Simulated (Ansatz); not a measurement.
```
CdGeAs2
1.0
   -2.89338     2.89338     5.39026
    2.89338    -2.89338     5.39026
    2.89338     2.89338    -5.39026
Cd Ge As
2 2 4
Direct
  0.75000   0.25000   0.50000
  0.00000   0.00000   0.00000
  0.25000   0.75000   0.50000
  0.50000   0.50000   0.00000
  0.15246   0.12500   0.52746
  0.59754   0.62500   0.47254
  0.37500   0.84754   0.97254
  0.87500   0.40246   0.02746
```

No spin polarisation.

Computed with Kohn–Sham DFT with the r2SCAN functional, run in Ansatz (a first-principles code) with PAW and 500 eV plane waves, no spin-orbit coupling. Γ-centred 8×8×8 mesh, Fermi–Dirac width 0.05 eV.

Problem. Estimate the valence-band top at Γ (three highest levels, from the VBM).

Solution. 0.00, -0.32, -0.32 eV.

Problem. Predict the electron mass.

Solution. 0.048 mₑ along c, 0.063 mₑ across (at Γ).

Problem. What is the computed band gap?

Solution. 0.76 eV.

Load acts through the strain it causes; cell and atoms are relaxed under it. Effective masses come from finite differences of ±0.01 Å⁻¹. Whether these cells are dynamically stable was not tested. Competing high-pressure phases were not computed. The cell was made from CdGeAs₂ in the chalcopyrite structure (space group I-42d, No. 122) by this change: pressure 9 GPa.
